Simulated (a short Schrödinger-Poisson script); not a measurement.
Structure: MOS inversion layer, SiO2 on p-type GaAs, at 300 K.

```
layer  material  thickness (nm)  Na (cm⁻³)
-----  --------  --------------  ---------
1          SiO2             1.3          -
2          GaAs             840     3.5e17
```

Constants are typed, rounded textbook-type inputs, not results; the design itself was drawn at random and stands for no fabricated device. SiO2: permittivity 3.9, conduction-band edge (eV) 3.17, gap (eV) 9, electron mass (mₑ) 0.5. GaAs: permittivity 12.9, conduction-band edge (eV) 0, gap (eV) 1.424, Nv at 300 K (cm⁻³) 9e18.

Channel valleys (confinement mass, in-plane density-of-states mass, number): Γ 0.067, 0.067, 1. At the gate the conduction-band edge of layer 1 lies 3.23 eV − eVg above the Fermi level of the channel; the field vanishes at the back. Gaps are held at their typed values at every temperature. Mesh 0.03 nm at interfaces.

From a short Schrödinger-Poisson script (our own, NumPy): 1D Poisson equation in equilibrium, electrons quantum, Hartree (BenDaniel-Duke, 12 states a valley, the channel's in-plane mass for all, wave functions free to enter the dielectric), parabolic valleys, classical holes, full ionisation, no traps, pinning or gate leakage.

The same stack at other levels of the model or other numerical settings:

```csv
run,sheet density of all electrons at Vg = 0.9 V (cm⁻²),sheet density of all electrons at Vg = 0.3 V (cm⁻²),capacitance at Vg = 0.9 V (μF/cm²),centroid of the channel electrons at Vg = 0.9 V (nm),rough cost against the base
base,4.14e12,1.86e10,1.42,2.48,about 1
"electrons treated as classical, Boltzmann",8.39e12,___,2.45,___,0.05
"electrons treated as classical, Fermi-Dirac",4.53e12,1.93e11,1.43,1.96,0.3
"electrons treated as quantum, Hartree plus LDA exchange-correlation",___,2.16e10,1.45,2.42,1
mesh six times as coarse,4.09e12,1.67e10,1.41,2.52,0.2
one subband a valley,4.11e12,1.86e10,1.39,2.40,0.6
```

Q: Complete the blanks.

A: 
- electrons treated as classical, Boltzmann, sheet density of all electrons at Vg = 0.3 V (cm⁻²): 3.21e11
- electrons treated as quantum, Hartree plus LDA exchange-correlation, sheet density of all electrons at Vg = 0.9 V (cm⁻²): 4.36e12
- electrons treated as classical, Boltzmann, centroid of the channel electrons at Vg = 0.9 V (nm): 0.43

The classical rows ignore confinement, and Boltzmann statistics overrate the density once the band edge passes the Fermi level.

Above a few 1e12 electrons/cm² a light Γ valley is non-parabolic and upper valleys begin to fill, which the model leaves out.
